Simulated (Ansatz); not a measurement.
# ZnS, response to strain

Consider ZnS in the zinc blende structure (space group F-43m, No. 216; a = 5.390 Å). Axes: x, y, z lie along the cube axes.

Strains are applied to the cell and any free atomic positions relax; under biaxial strain the out-of-plane vector relaxes too; under stress the whole cell relaxes.

Level of theory: r2SCAN (Ansatz, a quantum-chemistry and plane-wave program; PAW; 500 eV plane waves; without spin-orbit coupling), earlier PAW set.

Notes on the quantities. energy relative to the base: free energy F.

```csv
variant,shortest interatomic distance,energy relative to the base,band gap
base,233.4 pm,0 meV/atom,2.70 eV
"biaxial strain −1.25 %, plane normal [001], relaxed out of plane",232.6 pm,+1.9 meV/atom,2.71 eV
isotropic strain +1.88 %,237.8 pm,+14 meV/atom,2.44 eV
uniaxial strain ε_xx = −0.38 %,233.1 pm,+0.1 meV/atom,2.71 eV
uniaxial strain ε_yy = +0.56 %,233.8 pm,+0.2 meV/atom,2.66 eV
"uniaxial stress, 1 GPa compression along z",233.1 pm,+1.1 meV/atom,2.66 eV
```

Stability under load was not tested beyond the relaxation.
